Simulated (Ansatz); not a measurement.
Functionals compared on H on the 1x1 (100) surface of fcc Cu, one in a 2x2 cell, started at the site 'bridge Cu-Cu (span 2.6 Å)', in Ansatz (plane waves, PAW). The structure was relaxed with PBE; the other rows are single points on it, each with its references at the same level. Cutoff 420 eV (500 eV for r2SCAN).

Slab: 17 atoms, 5.3 Å thick at the start under the adsorbate (thin: gaps and levels are the slab's own); k 6x6x1, smearing 0.1 eV, dipole-corrected; 8 atoms held, the rest relaxed; held to the start's symmetry, so lower structures may exist; no spin, no spin-orbit, no U, no dispersion correction. At the end it is bonded to 2 Cu. In PBE this state lies 0.07 eV over the lowest of the starts that converged ('hollow Cu-Cu-Cu-Cu over Cu at depth 1.8 Å'). These notes are the PBE run's. Adsorption energies are against ½ H2(g). A negative adsorption energy means that the adsorbate is more stable on the surface than in its reference.

```csv
functional,adsorption energy (eV),work function of the top face (eV),change of the work function (eV),rough cost of the single point
PBE,-0.08,4.73,0.19,–
RPBE,…,…,…,roughly 3 core-minutes
r2SCAN,-0.18,4.75,0.21,around 6 core-minutes (rough)
```

Task: Some entries are withheld; supply them.

Result: 
- RPBE, adsorption energy (eV): 0.05
- RPBE, work function of the top face (eV): 4.57
- RPBE, change of the work function (eV): 0.20

Ansatz is a quantum-chemistry and plane-wave program.
